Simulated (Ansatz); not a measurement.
An ideal cubic perovskite cell is held by its symmetry; such compounds can tilt or shift off centre at room temperature. The starting structures come from a database of crystals and need not be the phases stable at ambient conditions.

 Where the default PAW files enter, the runs use the earlier of Ansatz's two default sets.

Inside the gap of an insulator the Bloch states are evanescent, with a wavenumber k + iκ along the transport direction.

Given:

```yaml
crystal:
  lattice:
    - [5.95579, 0.00000, 0.00000]
    - [0.00000, 5.95579, 0.00000]
    - [0.00000, 0.00000, 5.95579]
  atoms:
    - { symbol: Cs, position: [0.00000, 0.00000, 0.00000] }
    - { symbol: Sn, position: [0.50000, 0.50000, 0.50000] }
    - { symbol: Br, position: [0.50000, 0.00000, 0.50000] }
    - { symbol: Br, position: [0.00000, 0.50000, 0.50000] }
    - { symbol: Br, position: [0.50000, 0.50000, 0.00000] }
```

Space group of this cell: Pm-3m, cubic perovskite. The cell is strained (all lengths scaled by 1.02); by PBEsol its mean pressure is -1.7 GPa.

Transport runs along the normal of the first two printed cell vectors, the (001) plane of the conventional cell.

The gap is the functional's own. No spin-orbit coupling. Mid-gap values are interpolated on the energy grid.

Task: Predict the band gap and the smallest decay constant κ at mid-gap from PBEsol run with Ansatz (a quantum-chemistry and plane-wave program).

Result: Gap 0.72 eV on a 6×6×6 mesh; κ = 0.055 1/Å, at (0.500, 0.500) of the in-plane reciprocal vectors. At the zone centre, at the nearest computed energy, the slowest state has κ = 0.16 1/Å.
